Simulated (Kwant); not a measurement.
Model system: wire with a row of barriers in a CdTe two-dimensional gas. Effective mass 0.096 mₑ, grid spacing 15 nm, hard walls, nominal width 210 nm (13 grid rows, so walls 210 nm apart), one parabolic valley, scattering region 1500 nm long along x; energies count from the band bottom; Fermi energy swept from 3.4818e-05 to 0.00041346 eV. 2 barrier(s) across the wire, height 0.0017 eV, thickness 30 nm (about 2 grid columns), spaced by 180 nm.

The device is made up for the run: typed textbook-type constants, with dimensions and the other settings drawn at random.

Computed with Kwant: effective-mass tight-binding model on a square grid, one spin, coherent transport at 0 K. Conductance is in e²/h.

Problem. How many channels do the leads carry at E = 0.130, 0.209, 0.216 meV?

Solution. The hard-wall thresholds are n² ħ²π²/(2mW²) = n² × 0.0888 meV with W = 210 nm. √(0.130/0.0888) = 1.21, so 1. √(0.209/0.0888) = 1.53, so 1. √(0.216/0.0888) = 1.56, so 1.
